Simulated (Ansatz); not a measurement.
The starting structures come from a database of crystals and need not be the phases stable at ambient conditions.

 Where the default PAW files enter, the runs use the earlier of Ansatz's two default sets.

Inside the gap of an insulator the Bloch states are evanescent, with a wavenumber k + iκ along the transport direction.

Here is the system:

```
FeSe2
1.0
    3.58090     0.00000     0.00000
    0.00000     7.48191     0.00000
    0.00000    -3.05329     3.67721
Fe Se
2 4
Direct
  0.00000   0.00000   0.00000
  0.50000   0.50000   0.00000
  0.00000   0.36977   0.58303
  0.00000   0.63023   0.41697
  0.50000   0.13023   0.84349
  0.50000   0.86977   0.15651
```

Space group of this cell: Pnnm. The cell is taken as given.

Transport runs along the normal of the first two printed cell vectors.

The gap is the functional's own. No spin-orbit coupling. Mid-gap values are interpolated on the energy grid.

Question: Predict the band gap and the smallest decay constant κ at mid-gap from Ansatz (a first-principles code) with r2SCAN.

Answer: Gap 0.79 eV on a 8×8×8 mesh; κ = 0.196 1/Å, at (0.125, 0.250) of the in-plane reciprocal vectors. At the zone centre, at the nearest computed energy, the slowest state has κ = 0.20 1/Å.
